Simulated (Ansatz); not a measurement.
C (I4_1/amd), r2SCAN, rigid bands run with Ansatz (an electronic-structure program): Condition of this run: uniaxial stress along [001] of -55 GPa (compression positive) (the target of the relaxation). band gap 3.50 eV, N_c = 3.35e19 cm⁻³ and N_v = 1.87e19 cm⁻³ at 300 K, conductivity masses along x (a = (0.00, 1.77, 1.88) Å; b = (1.77, 0.00, 1.88) Å; c = (1.77, 1.77, 0.00) Å) of 0.466 mₑ (electrons) and 0.433 mₑ (holes). Take k_BT = 0.02585 eV.

Problem. Find the intrinsic carrier density and the intrinsic Fermi level.

Solution. n_i = √(N_c N_v) exp(−E_g/2k_BT) = 2.50e19 × exp(−67.69) = 1.0e-10 cm⁻³. The level lies (k_BT/2) ln(N_v/N_c) = -8 meV from mid-gap (positive towards the conduction band). Each 0.1 eV added to the gap lowers n_i by a factor of 6.9.

Problem. What built-in voltage has an abrupt junction with N_A = 1e17 and N_D = 1e17 cm⁻³, all dopants ionised?

Solution. V_bi = E_g/e − (k_BT/e) ln(N_c N_v/(N_A N_D)) = 3.50 − 0.02585 × 11.05 = 3.21 V. It follows the computed gap one for one.

Problem. A film of it is 8 nm thick, with its normal along the direction named. Estimate the confinement energies in an infinite well.

Solution. ħ²π²/(2m t²) = 0.376 eV·nm²/(m/mₑ × t²) gives 12.6 meV for electrons and 13.6 meV for holes, so the gap would widen to about 3.53 eV. Finite barriers and nonparabolic bands lower this, and with several valleys or bands the heaviest mass along the normal sets the lowest level, not this average.

Rigid, parabolic bands with the computed gap; masses take one relaxation time for all states. Spin-orbit coupling is left out. Geometry: cell and atoms relaxed with PBEsol.
